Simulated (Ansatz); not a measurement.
Cost and result by functional for the ionisation potential of the (100) surface of rutile SnO2 in its 1x1 cell (cut with top plane Sn, bottom plane Sn), relaxed from an ideal cut (the real face may reconstruct), outermost plane spacing 0.93 Å in the ideal cut (one of several cuts of this face), with 1 Sn a cell over the bulk's ratio, in Ansatz (plane waves, PAW). Single points on the PBE structure, on one kind of machine; costs are rough ratios of the slab run's core time (references not counted) to the cheapest single point. r2SCAN's cost holds its higher cutoff (500 against 420 eV). Differences are taken against HSE06 for comparison alone: no measured value is at hand, so the table doesn't rank accuracy. HSE06 ran on a coarser k-mesh, which lowers its cost and may carry part of its shift.

Slab: 16 atoms, O10Sn6, 12.1 Å thick at the start; k 8x5x1, smearing 0.025 eV, dipole-corrected; all atoms relaxed; symmetry of the start imposed; no spin, no spin-orbit, no U. These notes are the PBE run's.

| functional | relative cost | ionisation potential (eV) | less HSE06 (eV) |
|---|---|---|---|
| RPBE | 1 | 5.84 | -1.41 |
| PBEsol | 1 | 5.94 | -1.31 |
| LDA | 1 | 6.10 | -1.15 |
| r2SCAN | 2 | 6.46 | -0.79 |
| HSE06 | 9 | 7.25 | 0.00 |
| PBE (the relaxed run's value) | – | 5.91 | -1.34 |

The values span 1.41 eV, while the single points' costs differ by a factor of roughly 9. Differences are of unrounded values.

Ansatz is a first-principles code.
